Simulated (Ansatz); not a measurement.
**ZnS: band gap against strain**

ZnS (zinc blende, F-43m, 18.576 Å³/atom at rest) under an equal strain ε in the (001) plane with the normal axis free, as in a coherent film. LDA in Ansatz, a plane-wave DFT program (PAW, default set), 420 eV, 11×11×11 Γ-centred mesh, Fermi-Dirac smearing 0.05 eV; ions are relaxed within the symmetry of each cell. Gaps are the smallest over the k-mesh and a band path, without spin-orbit coupling; in all rows the valence edge lies at Γ and the conduction edge at Γ.

Here s stands for strain and Eg for gap.

```
strain (%)  gap (eV)
----------  --------
0.00           2.125
0.50           2.081
1.00           2.037
1.50           1.996
3.00               ?
```

Fit Eg against s with a straight line, and predict the withheld value at s = 3.00.

Means: s 0.75000, Eg 2.0597. About the means, the sum of products is -0.10775 and the sum of squares of s is 1.2500; the slope is their ratio. Least squares gives Eg = 2.1244 - 0.08620·s. Residuals (row less fit): 0.0006, -0.0003, -0.0012, 0.0009; standard error 0.0012 (degrees of freedom: 2). Over these rows the gap moves by -8.6 ± 0.1 eV per unit strain. At the withheld row, Eg = 2.1244 - 0.08620 × 3.0 = 1.8658 eV. The calculation gives 1.877 eV, 0.0112 eV above the prediction (4.5 % of the range of Eg in the table). The row lies outside the fitted rows, so this is an extrapolation. From the scatter of the fitted rows alone, a prediction at this place has a standard error of 0.0027 eV, so the miss is 4.1 times that.

One order more, fitted to all 7 runs of the series, follows each within 0.001, so the miss is the next term of a smooth law. Rows are the converged runs of the series near zero and its far end; series whose fitted rows scatter by over a few per cent of the range, as at a crossing or softening among them, aren't shown in this form. Most that stay on the fit to the last digits aren't either.
